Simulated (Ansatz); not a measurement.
The starting structures come from a database of crystals and need not be the phases stable at ambient conditions.

By PBEsol, the system below comes out a metal.

A figure of merit of an interconnect metal is its ballistic conductance per area.

Given:

```
Sb
1.0
    3.66783     0.00000     0.00000
    0.00000     3.66783     0.00000
    1.83391    -1.83391     1.87134
Sb
1
Direct
  0.00000   0.00000   0.00000
```

Space group of this cell: I4/mmm. The cell is strained (lengths across the current scaled by 0.98, ions clamped); by PBEsol its mean pressure is 2.2 GPa.

The current flows along the normal of the first two printed cell vectors, the (001) (indices of the unstrained crystal) plane of the conventional cell. No spin-orbit coupling; the value is a mean over 0.1 eV about the Fermi level.

Task: Compute, with PBEsol (Ansatz, a first-principles code), the ballistic conductance per area.

Result: 1.4 × 10¹⁵ S/m² for both spins.
